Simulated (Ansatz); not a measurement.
Relaxation of the atoms of MgTi (P2_1/m, 12 atoms in the cell) at several settings

```yaml
crystal:
  lattice:
    - [6.25745, 0.00000, 0.00000]
    - [0.00000, 4.82616, 0.00000]
    - [-1.54826, 0.00000, 7.98750]
  atoms:
    - { symbol: Mg, position: [0.47197, 0.25000, 0.38714] }
    - { symbol: Mg, position: [0.52803, 0.75000, 0.61286] }
    - { symbol: Mg, position: [0.86527, 0.75000, 0.93831] }
    - { symbol: Mg, position: [0.13473, 0.25000, 0.06169] }
    - { symbol: Mg, position: [0.35712, 0.75000, 0.94286] }
    - { symbol: Mg, position: [0.64288, 0.25000, 0.05714] }
    - { symbol: Ti, position: [0.97451, 0.25000, 0.40120] }
    - { symbol: Ti, position: [0.02549, 0.75000, 0.59880] }
    - { symbol: Ti, position: [0.82791, 0.25000, 0.69657] }
    - { symbol: Ti, position: [0.17209, 0.75000, 0.30343] }
    - { symbol: Ti, position: [0.26792, 0.25000, 0.70212] }
    - { symbol: Ti, position: [0.73208, 0.75000, 0.29788] }
```

Base: PBEsol, default PAW files made with PBE in Ansatz (a program for electronic structure). Its settings: basis.ecutwfc = 420 eV; kpoints.mp_grid.grid = 3 4 3; hamiltonian.xc = pbesol; hamiltonian.pseudopotentials = {kind: paw} (the program's default PAW files); scf.occupations.method = cold; scf.occupations.width = 0.1 eV. Starting volume 20.10 Å³ per atom.

Each line gives the change from the base single point and the result:

- atoms moved at random; scf.convergence.dr2_threshold: default (1e-07 eV) → 0.001 eV; relax: default → atoms; relax.f_tol: default → 0.03 eV/Å: pressure -2.90 GPa; largest force (vector length) 0.011 eV/Å; relaxation steps 4; free energy against the base single point -2.4 meV/atom.
- atoms moved at random; relax: default → atoms; relax.f_tol: default → 0.03 eV/Å: pressure -2.89 GPa; largest force (vector length) 0.008 eV/Å; relaxation steps 4; free energy against the base single point -2.4 meV/atom.
- atoms moved at random; relax: default → atoms; relax.f_tol: default → 0.005 eV/Å: pressure -2.89 GPa; largest force (vector length) 0.001 eV/Å; relaxation steps 5; free energy against the base single point -2.4 meV/atom.

The starting cell comes from a database of computed structures (which also holds hypothetical and non-ambient phases and stackings), without a prior relaxation at this level. Its lattice was rescaled by a random factor within 2.5 % of one. Spin polarisation is off. Ansatz's pressure includes its estimate of the finite-basis (Pulay) stress. Without a gap this mesh is coarse (it stands for a supercell whose shortest vector is 19 Å).

Keys are those of Ansatz 0.2.
